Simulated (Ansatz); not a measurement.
Worked example: relaxation of cell and atoms of La2Mg (C2/c, 6 atoms in the cell) in Ansatz (a quantum-chemistry and plane-wave program).

Method: LDA (PW92), PAW files made with PBE (plane waves; Ansatz).

```yaml
crystal:
  lattice:
    - [5.33915, -3.12700, 0.00000]
    - [5.33915, 3.12700, 0.00000]
    - [-3.52625, 0.00000, 5.65431]
  atoms:
    - { symbol: La, position: [0.75838, 0.58178, 0.74598] }
    - { symbol: La, position: [0.24162, 0.41822, 0.25402] }
    - { symbol: La, position: [0.41822, 0.24162, 0.75402] }
    - { symbol: La, position: [0.58178, 0.75838, 0.24598] }
    - { symbol: Mg, position: [0.92238, 0.07762, 0.25000] }
    - { symbol: Mg, position: [0.07762, 0.92238, 0.75000] }
```

Reference input (self-consistent single point, DFT, LDA (PW92), plane waves, PAW files made with PBE): basis.ecutwfc = 420 eV; kpoints.mp_grid.grid = 4 4 3; hamiltonian.xc = lda; hamiltonian.pseudopotentials = {kind: paw} (the program's default PAW files); scf.occupations.method = gaussian; scf.occupations.width = 0.2 eV. This run's input differs from it in these lines:

```diff
@@ -21,2 +21,4 @@
   occupations: { method: gaussian, width: 0.2 }
+relax:
+  cell: {}
 output:
```

The program printed (abridged):

```
   [... SCF lines of the steps left out ...]
relax step   1: F+E_penalty+E_count = -28108.58341289 eV  Δ(F+E_penalty+E_count) = +0.000e0 eV  max|allowed force component| = 4.425e-2 eV/Å  Δτ_max = 0.0000 Å  P = -2.126 GPa  Ω = 188.803 Å³  (8 SCF iters, dr2 threshold 1.00e-7 eV, accepted)
relax step   2: F+E_penalty+E_count = -28108.67704648 eV  Δ(F+E_penalty+E_count) = -9.363e-2 eV  max|allowed force component| = 5.097e-2 eV/Å  Δτ_max = 0.0174 Å  P = -0.323 GPa  Ω = 177.814 Å³  energy of the carried Pulay correction = +4.119e-4 eV  [...]
   [... lines left out ...]
relax step   5: F+E_penalty+E_count = -28108.69261660 eV  Δ(F+E_penalty+E_count) = -9.723e-4 eV  max|allowed force component| = 2.307e-3 eV/Å  Δτ_max = 0.0194 Å  P = +0.014 GPa  Ω = 175.300 Å³  energy of the carried Pulay correction = +5.096e-4 eV  [...]
relax step   6: F+E_penalty+E_count = -28108.69221231 eV  Δ(F+E_penalty+E_count) = +4.043e-4 eV  max|allowed force component| = 2.324e-3 eV/Å  Δτ_max = 0.0000 Å  P = +0.012 GPa  Ω = 175.300 Å³  stress off target by 4.02e-2 GPa  SCF on the basis [...]
basis re-selected at this cell: Δ(F+E_penalty+E_count) = +4.043e-4 eV, ΔP = -0.002 GPa vs the last step
the relaxation is at rest under the 4 symmetry operations that the run kept from its start: a minimum is not shown …
Free energy (F): -28108.692212 eV
Internal energy: -28108.538126 eV  (E = F + TS)
E sigma→0 (E₀):  -28108.615169 eV
Entropy (-TS):   -0.154086 eV (-25.681 meV/atom)
Fermi energy:    10.557196 eV
--- Forces (eV/Å), atoms counted from 1 ---
  atom   1  La     0.00151489    -0.00232397     0.00104951
   [... lines left out ...]
  cell:  # Å, volume = 175.2998 Å³
   [... lines left out ...]
    - { symbol: La, position: [0.4130695448936349, 0.2540833219293311, 0.743983538171241] }
    - { symbol: La, position: [0.5869304551063648, 0.7459166780706687, 0.25601646182875903] }
    - { symbol: Mg, position: [0.9194035751981695, 0.08059642480183013, 0.24999999999999997] }
    - { symbol: Mg, position: [0.08059642480183021, 0.9194035751981695, 0.75] }
```

The run converged. 

Summary of the result:
Free energy E − TS (on the zero of these files): -28108.6922 eV
Fermi level (on the code's own zero): 10.56 eV
Pressure: 0.01 GPa
Largest force (vector length): 0.003 eV/Å
Final cell: a = b = 6.000 Å, c = 6.543 Å, α = β = 116.87°, γ = 60.92°
Final volume per atom: 29.22 Å³
Relaxation steps: 6

The starting cell comes from a database of computed structures (which also holds hypothetical and non-ambient phases and stackings), without a prior relaxation at this level. Its lattice was rescaled by a random factor within 2.5 % of one. The relaxation keeps the symmetry of its start, so its end need not be a minimum. Ansatz's pressure includes its estimate of the finite-basis (Pulay) stress.

Cost on one core of a shared machine: roughly 50 s.

Keys are those of Ansatz 0.2.
